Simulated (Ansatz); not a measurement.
The parent structure is HfN in the rock salt structure (space group Fm-3m, No. 225; a = 4.502 Å; relaxed with 0.1 eV smearing). Axes: x, y, z lie along the cube axes.

Calculations: PBEsol (Ansatz, a quantum-chemistry and plane-wave program, PAW, without spin-orbit coupling).

Now apply this change: the cell is stretched by 3.38 % along z with no lateral relaxation; the atoms relax in the strained cell.

### Question
How does this affect the stress?

### Answer
The stress (xx, yy, zz, yz, xz, xy; compression positive) is (-3.5, -3.5, -17.4, 0.0, 0.0, 0.0) GPa.

### Question
How does this affect the energy relative to the base?

### Answer
The energy increases by 22 meV/atom.

Stability against distortions was not tested. The final runs are not spin-polarised. An odd electron count without spin: HfN.
